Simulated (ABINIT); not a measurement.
```yaml
crystal:
  lattice:
    - [0.00000, 3.02014, 3.02014]
    - [3.02014, 0.00000, 3.02014]
    - [3.02014, 3.02014, 0.00000]
  atoms:
    - { symbol: Li, position: [0.00828, 0.00828, 0.99172] }
    - { symbol: Zn, position: [0.25000, 0.25000, 0.25000] }
    - { symbol: Zn, position: [0.75000, 0.75000, 0.75000] }
    - { symbol: Zn, position: [0.50000, 0.50000, 0.50000] }
```

Method of the run: LDA (PW92), PAW (JTH v2.0 LDA PAW) (plane waves; ABINIT).

The set-up and first iterations of an ABINIT log for LiZn₃ (I4mm, 4 atoms in the cell):

```
 Symmetries : space group I4 m m (#107); Bravais tI (body-center tetrag.)

 -outvars: echo values of preprocessed input variables --------
            acell      1.8897261329E+00  1.8897261329E+00  1.8897261329E+00 Bohr
             ecut      3.00000000E+01 Hartree
           ecutsm      2.50000000E-01 Hartree
              ixc       -1012
         kptrlatt        4    0    0      0    4    0      0    0    4
          kptrlen      3.22850427E+01
            natom           4
            nband          27
            ngfft          40      40      40
          ngfftdg          60      60      60
             nkpt          13
            nstep          80
             nsym           8
           ntypat           2
           occopt           7
        pawecutdg      6.00000000E+01 Hartree
         pawxcdev           0
            rprim     -0.0000000000E+00  3.0201430000E+00  3.0201430000E+00
   [... lines left out ...]
           useylm           1
             xred      8.2780000000E-03  8.2780000000E-03  9.9172200000E-01
                       2.5000000000E-01  2.5000000000E-01  2.5000000000E-01
                       7.5000000000E-01  7.5000000000E-01  7.5000000000E-01
                       5.0000000000E-01  5.0000000000E-01  5.0000000000E-01
            znucl        3.00000   30.00000

== DATASET  1 ==================================================================

 Real(R)+Recip(G) space primitive vectors, cartesian coordinates (Bohr,Bohr^-1):
 R(1)=  0.0000000  5.7072432  5.7072432  G(1)= -0.0876080  0.0876080  0.0876080
 R(2)=  5.7072432  0.0000000  5.7072432  G(2)=  0.0876080 -0.0876080  0.0876080
 R(3)=  5.7072432  5.7072432  0.0000000  G(3)=  0.0876080  0.0876080 -0.0876080
 Unit cell volume ucvol=  3.7179978E+02 bohr^3
 Angles (23,13,12)=  6.00000000E+01  6.00000000E+01  6.00000000E+01 degrees

 Coarse grid specifications (used for wave-functions):

 getcut: wavevector=  0.0000  0.0000  0.0000  ngfft=  40  40  40
         ecut(hartree)=     30.000   => boxcut(ratio)=   2.00999

 Fine grid specifications (used for densities):

 getcut: wavevector=  0.0000  0.0000  0.0000  ngfft=  60  60  60
         ecut(hartree)=     60.000   => boxcut(ratio)=   2.13191

   1.09400693E+03                                ecore*ucvol(ha*bohr**3)

_setup2: Arith. and geom. avg. npw (full set) are    2914.953    2914.917
--- !BeginCycle
solver: {iscf: 17, nstep: 80, nline: 4, wfoptalg: 10, }
tolerances: {tolvrs: 1.00E-11, }
...

     iter   Etot(hartree)      deltaE(h)  residm     nres2
 ETOT  1  -199.31110727166    -1.993E+02 8.729E+00 1.092E+01
 ETOT  2  -201.00820696898    -1.697E+00 2.703E-01 5.376E+00
 ETOT  3  -200.99944181651     8.765E-03 2.092E-01 4.772E-01
 ETOT  4  -201.00015102113    -7.092E-04 1.082E-01 2.817E-01
 ETOT  5  -201.00019621284    -4.519E-05 1.268E-02 6.137E-02
```

Problem. Will this run converge, and how will it end?

Solution. The run ended unconverged after 80 iterations. It gives no final result for the task that was set. The log goes on:

```
   [... 71 lines left out ...]
 ETOT 77  -201.00108856997     6.565E-12 6.518E-05 4.741E-09
 ETOT 78  -201.00108856996     1.359E-11 8.368E-06 1.005E-09
 ETOT 79  -201.00108856996    -2.018E-12 6.408E-05 1.315E-09
 ETOT 80  -201.00108856996    -2.274E-13 8.148E-06 1.018E-09

 Cartesian components of stress tensor (hartree/bohr^3)
  sigma(1 1)=  1.58504871E-04  sigma(3 2)=  0.00000000E+00
  sigma(2 2)=  1.58504871E-04  sigma(3 1)=  0.00000000E+00
  sigma(3 3)=  1.58546016E-04  sigma(2 1)=  0.00000000E+00
 scprqt:  WARNING -
  nstep=   80 was not enough SCF cycles to converge;
  density residual=  1.018E-09 exceeds tolvrs=  1.000E-11

 ----iterations are completed or convergence reached----

 reduced coordinates (array xred) for    4 atoms
       0.008278000000      0.008278000000      0.991722000000
       0.250000000000      0.250000000000      0.250000000000
       0.750000000000      0.750000000000      0.750000000000
       0.500000000000      0.500000000000      0.500000000000
 cartesian forces (eV/Angstrom) at end:
    1     -0.00000000000000     0.00000000000000    -0.15482276534058
    2      0.00000000000000    -0.00000000000000     0.06523948264432
    3      0.00000000000000    -0.00000000000000     0.06523948264432
    4      0.00000000000000    -0.00000000000000     0.02434380005193
 frms,max,avg= 5.2500071E-02 1.5482277E-01   0.000E+00  0.000E+00 -2.997E-06 e/A
 length scales=  1.889726132886  1.889726132886  1.889726132886 bohr
   [... lines left out ...]
 Fermi (or HOMO) energy (hartree) =   0.32617   Average Vxc (hartree)=  -0.38339
   [... lines left out ...]
local_psp           : -1.78993034618831E+02
internal            : -2.01000912893181E+02
'-kT*entropy'       : -1.77156742279331E-04
total_energy        : -2.01001090049923E+02
total_energy_eV     : -5.46951781762688E+03
...

-Cartesian components of stress tensor (GPa)         [Pressure= -4.6638E+00 GPa]
- sigma(1 1)=  4.66337354E+00  sigma(3 2)=  0.00000000E+00
- sigma(2 2)=  4.66337354E+00  sigma(3 1)=  0.00000000E+00
- sigma(3 3)=  4.66458405E+00  sigma(2 1)=  0.00000000E+00

 Calculation completed.
```

The starting cell comes from a database of computed structures (which also holds hypothetical and non-ambient phases and stackings), without a prior relaxation at this level. Its lattice was rescaled by up to half a per cent. One atom was moved a little off its site on purpose.

The run was DFT, LDA (PW92), plane waves, PAW (JTH v2.0 LDA PAW). Main settings of its input:

pseudos: [Li.LDA_PW-JTH.xml, Zn.LDA_PW-JTH.xml]
ecut: 30 Ha
pawecutdg: 60 Ha
pawxcdev: 0
occopt: 7
tsmear: 0.1 eV
ngkpt: 4 4 4
nshiftk: 1
shiftk: 0 0 0
ecutsm: 0.25 Ha
potentials: JTH v2.0 LDA PAW
nband: 27
